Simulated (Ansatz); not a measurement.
Data:

```yaml
crystal:
  lattice:
    - [0.00000, 2.75154, 2.92080]
    - [2.75154, 0.00000, 2.92080]
    - [2.75154, 2.75154, 0.00000]
  atoms:
    - { symbol: Al, position: [0.00000, 0.00000, 0.00000] }
    - { symbol: As, position: [0.25000, 0.25000, 0.25000] }
```

Computed with PBE with spin-orbit coupling, rigid bands (plane waves, PAW; Ansatz, a first-principles code). Condition of this run: biaxial stress in (001) of 3.6 GPa (compression positive) (the target of the relaxation). Cell: cell and atoms relaxed with PBEsol, then loaded as said.

Task: What conductivity effective mass do dilute holes have at 300 K?

Result: 0.38 (x), 0.38 (y), 0.62 (z) mₑ.

Task: Predict the electron conductivity mass (n e² τ/σ) at 300 K, by direction if it differs.

Result: 0.39 (x), 0.39 (y), 0.27 (z) mₑ.

Task: And the band gap?

Result: 1.10 eV at this level; semilocal functionals usually fall short of the measured gap.

Rigid bands, one relaxation time for all states, no polarons. Geometry: cell and atoms relaxed with PBEsol.
